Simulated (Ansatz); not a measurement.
Results of PBEsol (PAW; Ansatz, a quantum-chemistry and plane-wave program) for RbN (model structure, started from the NaCl type, Fm-3m, No. 225, 2 atoms in the cell).

From the output:

```
Crystal: 2 atoms, lattice volume = 45.177 Å³
Basis set: ecut = 520 eV, 1243 PW (Γ), exchange–correlation on 60×60×60 points (8 copies of the dense FFT grid, shifted against one another)
Bands: 11, of which v1, the nominal top of the filled ones, is band 7 counted from 1 (6 counted from 0)
Symmetry: 48 space group operations
Space group: Fm-3m (ITA 225), of the structure as read, at distance tolerance 3.6e-5 Å
k-points: 195 of 5832
Functional: x = pbesol(κ = 0.804, μ = 0.12345679012345678), c = pbesol(β = 0.046)
SCF iter   1: F=—  HF=-3591.690837 eV  |F-HF|=—  |Δ(HF+E_count)|=         —  Δρ=5.64e-3  dr2=1.35e-2
SCF iter   2: F=—  HF=-3591.686498 eV  |F-HF|=—  |Δ(HF+E_count)|=   4.34e-3  Δρ=1.58e-3  dr2=1.16e-3
  ...
SCF iter   7: F=—  HF=-3591.686733 eV  |F-HF|=—  |Δ(HF+E_count)|=   3.65e-7  Δρ=3.16e-6  dr2=2.96e-9
SCF iter   8: F=-3591.686733 eV  HF=-3591.686733 eV  |F-HF|=7.69e-11  |Δ(HF+E_count)|=   3.27e-9  Δρ=3.79e-7  dr2=3.97e-11
SCF 1 converged in 8 iterations: F = -3591.686733 eV  dr2 = 3.97e-11
SCF converged after 8 iterations
Free energy (F): -3591.686733 eV
Internal energy: -3591.633261 eV  (E = F + TS)
E sigma→0 (E₀):  -3591.659997 eV
Fermi energy:    4.194578 eV
--- Forces (eV/Å), atoms counted from 1 ---
  atom   1  Rb    -0.00000000     0.00000000     0.00000000
  atom   2  N      0.00000000    -0.00000000     0.00000000
--- Stress (GPa, compression-positive) ---
        0.007745       0.000000       0.000000
       -0.000000       0.007745       0.000000
        0.000000       0.000000       0.007745
  P = ⅓ Tr σ = 0.0077 GPa (0.077 kbar)
```

Q: Write an input file that could have produced this run (the log leaves some choices open).

A: Several could match; the one computed here: 
Ansatz 0.2 input:
```yaml
crystal:
  lattice:
    - [0.0, 2.8268, 2.8268]
    - [2.8268, 0.0, 2.8268]
    - [2.8268, 2.8268, 0.0]
  atoms:
    - { symbol: Rb, position: [0.0, 0.0, 0.0] }
    - { symbol: N, position: [0.5, 0.5, 0.5] }
basis:
  ecutwfc: 520
  ecutrho_ratio: 4
  xc_grid: 2
kpoints:
  mp_grid: { grid: [18, 18, 18] }
hamiltonian:
  xc: pbesol
  dispersion: none
  pseudopotentials: { kind: paw }
scf:
  occupations: { method: fermi_dirac, width: 0.05 }
  convergence: { dr2_threshold: 0.0000000002 }
output:
  forces: true
  stress: true
  eigenvalues: true
```

The PAW data were made under PBE.

Note: the relaxation could raise the start's symmetry but not lower it, so the cell can be a saddle point.

Computing time: roughly 11 core-seconds.

A model structure was made by putting elements into a prototype or built by hand; it is no filed structure, need not be a known phase, and can be a saddle point held by its symmetry.
